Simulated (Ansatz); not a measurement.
The parent structure is Bi₂TeO₂ (space group I4/mmm, No. 139; a = 3.967 Å, c = 12.632 Å; a cell from a computed database, its experimental status unchecked).

Perturbation: every Te is replaced by Si; the structure is relaxed again.

Levels (all Ansatz, an electronic-structure program, PAW): PBEsol (420 eV, spin-orbit coupling left out); PBEsol+SOC (420 eV, with spin-orbit coupling).

The geometry is relaxed with PBEsol.

PBEsol pressure: 0.0 GPa

Predict the pressure from PBEsol+SOC.

The pressure goes from zero to 0.5 GPa.

Single points use the geometry relaxed with PBEsol. The spin-orbit shifts are approximate. Stability against distortions was not tested. As relaxed here, Bi2SiO2 is a hypothetical phase, not in the database extracts checked. The base started in P1 and relaxed to I4/mmm at this level. The runs without spin-orbit coupling are not spin-polarised.
